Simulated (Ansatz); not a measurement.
Consider GaAs in the zinc blende structure (space group F-43m, No. 216; a = 5.603 Å). Axes: x, y, z lie along the cube axes.

Method: Ansatz (an electronic-structure program) LDA, no spin-orbit coupling.

Before the change:

```
Property                                     Value
-----------------------------  -------------------
Valence-band top at Γ          0.00, 0.00, 0.00 eV
Pressure                                  0.01 GPa
Shortest interatomic distance           4.585 bohr
```

The change: the cell is compressed by 1.50 % along z with no lateral relaxation; the atoms relax in the strained cell.

**Question.** What happens to the energy relative to the base, valence-band top at Γ, pressure and shortest interatomic distance?

**Answer.** The energy grows by 1.8 meV/atom; the valence-band top at Γ (three highest levels, from the VBM) goes from 0.00, 0.00, 0.00 eV to 0.00, -0.09, -0.09 eV; the pressure (mean of the normal stresses, compression positive) goes up by 1.16 GPa (0.01 GPa → 1.17 GPa); the shortest interatomic distance drops by 0.023 bohr to 4.562 bohr.

The levels and masses belong to the bands next to the band gap. Whether these cells are dynamically stable was not tested.
